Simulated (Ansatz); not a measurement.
## zinc-blende ZnS (1 1 0) on cubic SrTiO3 (1 1 0) (film strained to the substrate, started from cuts of the bulks and a machine-learned relaxation; metallic at this level, with no gap by band count; slabs Sr4Ti4O14 and S6Zn6, which can lie off the formulas)

A periodic stack without vacuum, zinc-blende ZnS (1 1 0) on cubic SrTiO3 (1 1 0) (film strained to the substrate, started from cuts of the bulks and a machine-learned relaxation; metallic at this level, with no gap by band count; slabs Sr4Ti4O14 and S6Zn6, which can lie off the formulas): substrate slab Sr4Ti4O14, film S6Zn6, surface cells [[0, 1], [-1, 0]] and [[1, 0], [0, 1]], film strained by +2.3 and +2.3 %, outermost planes O/O and SZn/SZn as cut, which need not be the usual terminations and can put a slab off its formula.

The start was prepared with a machine-learned potential, and the result is one local minimum, with the in-plane cell held and forces under 0.04 eV/Å; the film can end far from its bulk form.

Method: PBE (plane waves to 420 eV, PAW; Ansatz, a program for electronic structure). No spin–orbit coupling; the runs are not spin-polarised; PBE gaps are too small against experiment. Its k-point mesh 4×6×1, Fermi–Dirac width 0.05 eV.

The interface area comes out as 21.9 Å². The period is 25.03 Å, the heights between the nearest atoms of the two slabs at the two interfaces is 1.37 and 0.93 Å and the O–Zn contacts across the interfaces within 1.22 times the sum of covalent radii comes out as 3, mean 1.94 Å. The Sr–Zn contacts across the interfaces within 1.22 times the sum of covalent radii is 2, mean 3.33 Å. The S–Sr contacts across the interfaces within 1.22 times the sum of covalent radii comes out as 1, mean 3.54 Å and the O–S contacts across the interfaces within 1.22 times the sum of covalent radii is 1, mean 1.56 Å.

```xyz
34
Lattice="5.5674 0.0008 -0.0217 0.0001 3.9342 0.1494 -0.0953 0.9155 25.0837" Properties=species:S:1:pos:R:3 pbc="T T T"
Sr     1.0970     0.5653     2.4759
Ti     3.7283     2.5092     2.6790
O      2.5058     2.6050     1.2044
O      5.5405     0.7023     0.1845
O      3.8750     0.5740     2.5459
Sr     3.6057     0.4551     5.3807
Ti     0.8444     2.4224     5.4026
O      5.4496     2.5051     3.5230
O      2.5668     2.4799     4.0390
O      0.9071     0.4711     5.1432
Sr     0.9049     0.3532     8.2136
Ti     3.6616     2.3213     8.2524
O      2.1388     2.3804     6.7574
O      4.9355     2.3885     6.4588
O      3.6749     0.3641     7.9742
Sr     3.6319     0.2507    10.9525
Ti     0.8631     2.2113    11.2054
O      5.1409     2.2829     9.3469
O      2.3805     2.2752     9.5542
O      0.8767     0.2609    10.7610
O      2.2576     2.1713    12.3483
O      4.9237     2.1757    12.1836
S      3.7760     4.0381    15.0218
S      0.8080     1.9781    16.5931
S      3.5806     3.8590    18.6156
S      0.8013     1.8149    20.3678
S      3.5719     3.7005    22.4359
S      0.8055     1.6587    24.0326
Zn     2.1173     3.9485    16.6461
Zn     3.6675     2.1177    13.7151
Zn     2.1581     3.7805    20.4663
Zn     4.9479     1.8993    18.3824
Zn     2.3526     3.6170    24.4299
Zn     4.9105     1.7436    22.1502
```
